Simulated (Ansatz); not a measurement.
Ir$_{2}$P (Fm-3m): band-structure transport figures

Consider the following.

```
CELL_PARAMETERS angstrom
      0.00000     2.76659     2.76659
      2.76659     0.00000     2.76659
      2.76659     2.76659     0.00000
ATOMIC_POSITIONS crystal
  P  0.00000 0.00000 0.00000
  Ir 0.25000 0.25000 0.25000
  Ir 0.75000 0.75000 0.75000
```

All values below come from PBEsol, rigid bands (plane waves, PAW, scalar-relativistic; Ansatz, a quantum-chemistry and plane-wave program). How the cell was made: cell and atoms relaxed with PBEsol.

```json
{
  "density of states at the Fermi level": "0.801 states/(eV·cell), both spins",
  "bare Sommerfeld coefficient": "0.63 mJ/(mol of atoms·K²)",
  "drude_plasma_energy": "7.8 eV",
  "root-mean-square Fermi velocity": "1.1e6 m/s",
  "resistivity times τ": "8.0 ×10⁻²² Ω·m·s"
}
```

A metal at this level (no band gap); rigid bands, thermally averaged at 300 K, both spins. Spin-orbit coupling is left out, which matters with elements this heavy. τ is one relaxation time for all states.

Formula and space group known from diffraction (Crystallography Open Database), not checked to be the room-temperature form: Ir2P (Fm-3m).
